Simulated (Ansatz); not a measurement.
The parent structure is TiSi2 (space group Fddd, No. 70; a = 4.779 Å, b = 8.230 Å, c = 8.521 Å). Axes: x, y, z lie along a, b, c of the conventional cell.

All numbers come from Kohn–Sham DFT with the r2SCAN functional, run in Ansatz (an electronic-structure program) with PAW and 500 eV plane waves, without spin-orbit coupling.

Before the change:

The pressure is 0.0 GPa and the volume per atom comes out as 13.96 Å³.

It is then changed as follows: biaxial strain +3.56 %, plane normal [001], relaxed out of plane (Cartesian); in-plane vectors clamped, the third vector and the atoms free.

### Question
Estimate the effect on the pressure, volume per atom and energy relative to the base.

### Answer
The pressure (mean of the normal stresses, compression positive) goes from zero to -6.5 GPa; the volume per atom rises by 0.875 Å³, from 13.96 Å³ to 14.84 Å³; the energy increases by 33 meV/atom.

Without a gap, meshes like the base's 13×13×13 leave anisotropic stresses uncertain by several tenths of a GPa, and small strain energies with them. No phonon test of stability was made. All final runs are without spin polarisation.
